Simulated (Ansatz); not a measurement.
System: TiAl2 (Cmmm, No. 65, 6 atoms in the cell; start mp-11809). Method: LDA in Ansatz (plane waves, PAW).

Numerical settings: plane-wave cutoff 520 eV, 16×16×14 k mesh (along the axes of the cell as run), Fermi–Dirac smearing 0.05 eV, no spin polarisation, scalar-relativistic PAW data made under PBE.

Cell (relaxed at this level):

```cif
data_Al8Ti4
_chemical_formula_sum 'Ti4 Al8'
_space_group_name_H-M_alt 'Cmmm'
_space_group_IT_number 65
_space_group_name_Hall '-C 2 2'
_cell_length_a 3.86439
_cell_length_b 11.94963
_cell_length_c 3.92942
_cell_angle_alpha 90.000
_cell_angle_beta 90.000
_cell_angle_gamma 90.000
loop_
_atom_site_label
_atom_site_type_symbol
_atom_site_symmetry_multiplicity
_atom_site_Wyckoff_symbol
_atom_site_fract_x
_atom_site_fract_y
_atom_site_fract_z
_atom_site_occupancy
Ti1 Ti 4 i 0.00000 0.15610 0.00000 1
Al1 Al 2 b 0.00000 0.50000 0.00000 1
Al2 Al 2 d 0.50000 0.50000 0.50000 1
Al3 Al 4 j 0.50000 0.17296 0.50000 1
```
(The calculation used a cell of 6 atoms; values per cell refer to that cell.)

Question: Estimate the bulk modulus that the calculation returns.

Answer: 
- bulk modulus: 121 GPa

Note: the run has no spin polarisation, so it can have missed a magnetic state; the bulk modulus is −V dP/dV from two relaxed cells at ±2 % in volume; the relaxation could not lower the start's symmetry, so the cell can be a saddle point above a distorted one.

A start named mp-… is a Materials Project structure, which need not be a measured phase.

Ansatz is a first-principles code.
